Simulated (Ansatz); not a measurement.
Cost and result by functional for the surface energy of the (11-20) surface of hcp Ti in its 1x1 cell, outermost plane spacing 1.47 Å in the ideal cut, in Ansatz (plane waves, PAW). Single points on the PBE structure, on one kind of machine; costs are rough ratios of the slab run's core time (references not counted) to the cheapest single point. r2SCAN's cost holds its higher cutoff (500 against 420 eV). Differences are taken against r2SCAN for comparison alone: no measured value is at hand, so the table doesn't rank accuracy.

Model: 16-atom slab, 10.3 Å thick at the start (thin: gaps and levels are the slab's own), 8x8x1 mesh, Fermi-Dirac 0.1 eV, dipole correction, all atoms relaxed; start symmetry kept, larger cells not searched; no spin, no spin-orbit, no U. These notes are the PBE run's.

```json
[
 {"functional": "LDA", "relative cost": "1", "surface energy (J/m²)": "2.19", "less r2SCAN (J/m²)": "0.16"},
 {"functional": "PBEsol", "relative cost": "1", "surface energy (J/m²)": "2.09", "less r2SCAN (J/m²)": "0.06"},
 {"functional": "RPBE", "relative cost": "1", "surface energy (J/m²)": "1.74", "less r2SCAN (J/m²)": "-0.29"},
 {"functional": "r2SCAN", "relative cost": "2", "surface energy (J/m²)": "2.03", "less r2SCAN (J/m²)": "0.00"},
 {"functional": "PBE (the relaxed run's value)", "relative cost": "–", "surface energy (J/m²)": "1.90", "less r2SCAN (J/m²)": "-0.13"}
]
```

The values span 0.45 J/m², while the single points' costs differ by a factor of roughly 2. Differences are of unrounded values.

Ansatz is a program for electronic structure.
